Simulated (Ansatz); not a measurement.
Consider Al2Cu (space group I4/mcm, No. 140; a = 6.059 Å, c = 4.874 Å).

(Cell as relaxed with PBE.)

Levels (all Ansatz, a quantum-chemistry and plane-wave program, PAW, earlier PAW set): PBE (420 eV, no SOC); r2SCAN (500 eV, no spin-orbit coupling).

Each level relaxes its own structure.

```tsv
base	PBE	r2SCAN
volume per atom	14.91 Å³	14.40 Å³
lattice parameter a	6.059 Å	6.006 Å
band gap	zero	zero
```

Perturbation: an isotropic linear strain of +5.89 %, atoms relaxed at fixed cell.

```tsv
quantity	PBE	r2SCAN
energy relative to the base (free energy F)	+118 meV/atom	?
pressure (mean of the normal stresses, compression positive)	-11.5 GPa	?
largest internal atomic displacement	0.018 Å	?
band gap	zero	?
```

Question: Predict the r2SCAN column.

Answer: 
- energy relative to the base (free energy F), r2SCAN: +130 meV/atom
- pressure (mean of the normal stresses, compression positive), r2SCAN: -13.1 GPa
- largest internal atomic displacement, r2SCAN: 0.019 Å
- band gap, r2SCAN: zero

PBE's energy relative to the base lies 12 meV/atom below r2SCAN's; PBE's pressure lies 1.6 GPa above r2SCAN's; the two agree on the band gap. Neither level is exact; r2SCAN is the comparison here, not a measurement.

Whether these cells are dynamically stable was not tested. The final runs are not spin-polarised.
